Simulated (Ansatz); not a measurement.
The starting structures come from a database of crystals and need not be the phases stable at ambient conditions.

Consider the following.

```xyz
7
Lattice="6.2264 0.0000 0.0000 3.1132 6.7185 0.0000 0.0000 2.8852 5.5176" Properties=species:S:1:pos:R:3 pbc="T T T"
Al     3.1132     5.5231     4.1382
Al     3.1132     1.4426     2.7588
Hg     0.0000     0.0000     0.0000
Te     4.8128     6.0150     2.1787
Te     1.6047     3.5447     3.2548
Te     7.6400     7.4130     4.8522
Te     4.6217     2.2346     0.7494
```

Space group of this cell: I-4. The cell is taken as given.

Transport runs along the normal of the first two printed cell vectors, the (101) plane of the conventional cell.

The gap is the functional's own. No spin-orbit coupling. Mid-gap values are interpolated on the energy grid.

### Question
State the band gap and the smallest decay constant κ at mid-gap according to r2SCAN (Ansatz, a program for electronic structure).

### Answer
Gap 1.55 eV on a 6×6×6 mesh; κ = 0.123 1/Å, at the zone centre.
